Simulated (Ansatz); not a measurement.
We consider A15 Nb3Pb, described by PBE (Ansatz, an electronic-structure program, plane waves, PAW).

Settings: plane-wave cutoff 500 eV, 10×10×10 k mesh, Fermi–Dirac smearing 0.1 eV, no spin polarisation, scalar-relativistic PAW data made under PBE.

Computed at the level's own relaxed cell.

Problem. Give the computed volume per atom and lattice parameter a.

Solution. 
* **volume per atom**: 19.38 Å³/atom
* **lattice parameter a**: 5.372 Å

The run finds no gap.

Spin–orbit coupling is not included; it can shift volumes and moduli of such heavy elements.

Computed values are for the static lattice.

The result took roughly 2.6 core-minutes.
